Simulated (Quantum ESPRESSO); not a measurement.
Cost against accuracy: K_POINTS for K (Im-3m, 1 atom in the cell)

```
K
1.0
   -2.67058     2.67058     2.67058
    2.67058    -2.67058     2.67058
    2.67058     2.67058    -2.67058
K
1
Direct
  0.00000   0.00000   0.00000
```

Computed with PBE, PSlibrary PAW (PBE) pseudopotentials (plane waves; Quantum ESPRESSO).

Base settings: ecutwfc = 50 Ry; ecutrho = 350 Ry; occupations = smearing; smearing = gaussian; degauss = 0.0073499 Ry; potentials = {K: K.pbe-spn-kjpaw_psl.1.0.0.UPF}; K_POINTS = automatic 9 9 9 0 0 0; conv_thr = 1e-09 Ry; mixing_beta = 0.7.

Misses are taken against the tightest run, automatic 21 21 21 0 0 0, which need not be fully converged itself. The energy is the free energy per atom.

The count of work is k-points × plane waves × bands × iterations; it is no time, and leaves out set-up, grids and terms that scale otherwise. 

The starting cell comes from a database of computed structures (which also holds hypothetical and non-ambient phases and stackings), without a prior relaxation at this level. Its lattice was rescaled by a random factor within 2.5 % of one.

The runs (K_POINTS): automatic 1 1 1 0 0 0 | automatic 2 2 2 0 0 0 | automatic 3 3 3 0 0 0 | automatic 4 4 4 0 0 0 | automatic 5 5 5 0 0 0 | automatic 6 6 6 0 0 0 | automatic 7 7 7 0 0 0 | automatic 8 8 8 0 0 0 | automatic 9 9 9 0 0 0 | automatic 10 10 10 0 0 0 | automatic 12 12 12 0 0 0 | automatic 14 14 14 0 0 0 | automatic 17 17 17 0 0 0 | automatic 21 21 21 0 0 0.

### Question
Which is the coarsest setting among those run that, with all tighter ones, holds the energy within 2 meV/atom of the reference, and what does it save?

### Answer
automatic 12 12 12 0 0 0, off by 0.70 meV/atom; it needs 0.26 of the reference's count of work. The coarser automatic 5 5 5 0 0 0 also lies inside, but a setting between leaves the range again, so that is luck.

### Question
For at most 0.05 times the reference's count of work, which run misses the energy least?

### Answer
automatic 5 5 5 0 0 0, with a miss of 1.8 meV/atom at a count of 0.035.

### Question
What does the step from automatic 4 4 4 0 0 0 to automatic 8 8 8 0 0 0 buy?

### Answer
It takes the miss in the energy from 58 to 5.2 meV/atom, for 3.6 times the count of work.

```tsv
K_POINTS	energy less reference (meV/atom)	pressure less reference (GPa)	count of work / reference
automatic 1 1 1 0 0 0	-1216.10	-0.85	0.0035
automatic 2 2 2 0 0 0	565.82	0.28	0.0089
automatic 3 3 3 0 0 0	-90.26	-0.11	0.014
automatic 4 4 4 0 0 0	58.35	0.09	0.028
automatic 5 5 5 0 0 0	-1.78	0.00	0.035
automatic 6 6 6 0 0 0	15.71	0.03	0.057
automatic 7 7 7 0 0 0	-1.74	0.00	0.070
automatic 8 8 8 0 0 0	5.19	0.01	0.10
automatic 9 9 9 0 0 0	-2.94	0.00	0.12
automatic 10 10 10 0 0 0	2.21	0.00	0.17
automatic 12 12 12 0 0 0	0.70	0.00	0.26
automatic 14 14 14 0 0 0	-0.18	0.00	0.37
automatic 17 17 17 0 0 0	0.04	0.00	0.58
automatic 21 21 21 0 0 0	0.00	0.00	1.0
```
